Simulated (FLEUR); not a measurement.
A self-consistent single point of YbSi₂Pt₂ (I4/mmm, 5 atoms in the cell) with FLEUR.

Level of theory: LDA (Perdew-Zunger), all-electron FLAPW (FLEUR), scalar-relativistic valence.

The change in words: lattice scaled by 0.98. Reference geometry:
```yaml
crystal:
  lattice:
    - [-2.11565, 2.11565, 4.90413]
    - [2.11565, -2.11565, 4.90413]
    - [2.11565, 2.11565, -4.90413]
  atoms:
    - { symbol: Yb, position: [0.00000, 0.00000, 0.00000] }
    - { symbol: Si, position: [0.62178, 0.62178, 0.00000] }
    - { symbol: Si, position: [0.37822, 0.37822, 0.00000] }
    - { symbol: Pt, position: [0.75000, 0.25000, 0.50000] }
    - { symbol: Pt, position: [0.25000, 0.75000, 0.50000] }
```

Reference input (self-consistent single point, DFT, LDA (Perdew-Zunger), all-electron FLAPW (FLEUR), scalar-relativistic valence): Kmax = 3.8 1/bohr; GmaxXC = 15.2 1/bohr; xcFunctional = pz; jspins = 1; l_soc = F; mode = hist; fermiSmearingEnergy = 0.00367493 Htr; mesh (inpgen div1-3) = 8 8 8; inpgen gamma flag = true; Gmax = 15.2 1/bohr; numbands = 0; maxIterBroyd = 40. This run's input differs from it in these lines:

```diff
@@ -3,5 +3,5 @@
 &input film=f /
--3.9980085242 3.9980085242 9.2674625796
-3.9980085242 -3.9980085242 9.2674625796
-3.9980085242 3.9980085242 -9.2674625796
+-3.9180485427 3.9180485427 9.0821125721
+3.9180485427 -3.9180485427 9.0821125721
+3.9180485427 3.9180485427 -9.0821125721
 1.0
@@ -47,5 +47,5 @@
          <bravaisMatrix>
-            <row-1>   -3.9980085241999999     3.9980085241999999     9.2674625796000001</row-1>
-            <row-2>    3.9980085241999999    -3.9980085241999999     9.2674625796000001</row-2>
-            <row-3>    3.9980085241999999     3.9980085241999999    -9.2674625796000001</row-3>
+            <row-1>   -3.9180485426999998     3.9180485426999998     9.0821125720999998</row-1>
+            <row-2>    3.9180485426999998    -3.9180485426999998     9.0821125720999998</row-2>
+            <row-3>    3.9180485426999998     3.9180485426999998    -9.0821125720999998</row-3>
          </bravaisMatrix>
```

Log, with long lists cut:

```
 Iteration:     1   Distance:     108.41336371 me/bohr^3
 Iteration:     2   Distance:      29.61053063 me/bohr^3
 Iteration:     3   Distance:      23.85943488 me/bohr^3
 Iteration:     4   Distance:      55.03884529 me/bohr^3
 Iteration:     5   Distance:       6.25128520 me/bohr^3
   [... 39 lines left out ...]
 Iteration:    45   Distance:       0.00049028 me/bohr^3
 Iteration:    46   Distance:       0.00009818 me/bohr^3
 Iteration:    47   Distance:       0.00001995 me/bohr^3
 Iteration:    48   Distance:       0.00000228 me/bohr^3
 Reset of history
 Run finished successfully
 Stop message:
   Structural relaxation: new displacements generated

[file out, last iteration]
             iter=     49
[...]
          total density-effective poten   -8.9928252922E+04
          total charge density-energy d   -1.0197947607E+03
 Updated energy parameters for spin:           1
[...]
 fermi energy and band-weighting factors:
    0.857371

[...]
FERMIE:
          first approx. to ef    (T=0)  :   0.451742 htr   (energy of the highest occ. eigenvalue)
          number of occ. states  (T=0)  :       1891
          first approx. to seigv (T=0)  :  -9.133624 htr
          sum of weights of occ. states :  32.029297
          sum of semicore charge        :   0.000000 e
FERHIS:  Fermi-Energy by histogram:
          bandgap                     :   0.000261 htr
   [... lines left out ...]
          charge neutrality (T=0)     :   0.058594    (zero if the highest occ. eigenvalue is "entirely" occupied)
     EF_NEWTON:  Adjust Fermi-Energy by Newton-Method.
 Direct bandgap for spin            1 :    1.8427001747724492E-003  Htr
 ---->    free energy=                    -51518.4696064543 htr
   [... lines left out ...]
 TOTAL FORCE FOR ATOM TYPE=  1  X=  0.000   Y=  0.000   Z=  0.000
                       FX_TOT= 0.000000 FY_TOT= 0.000000 FZ_TOT= 0.000000
 TOTAL FORCE FOR ATOM TYPE=  2  X=  0.000   Y=  0.000   Z= -6.870
                       FX_TOT= 0.000000 FY_TOT= 0.000000 FZ_TOT=-0.006307
 TOTAL FORCE FOR ATOM TYPE=  3  X=  3.918   Y=  0.000   Z= -4.541
                       FX_TOT= 0.000000 FY_TOT= 0.000000 FZ_TOT= 0.000000
```

The run converged in 48 iterations. FLEUR gives forces in its relaxation mode, with a further iteration, so its stop message speaks of a relaxation. Against the reference run the free energy drops by 27.9 meV/atom and the largest force goes from 0.222 to 0.324 eV/Å.

The starting cell comes from a database of computed structures (which also holds hypothetical and non-ambient phases and stackings), without a prior relaxation at this level. For this run, on top of that: lattice scaled by 0.98. Spin-orbit coupling is off. Spin polarisation is off. Values depend on the basis (sphere radii, cutoffs, local orbitals), which need not be converged. The log's line on a gap gives a spacing of levels on this mesh, which the program prints for metals too.

Cost on one core of a shared machine: roughly 8 min.
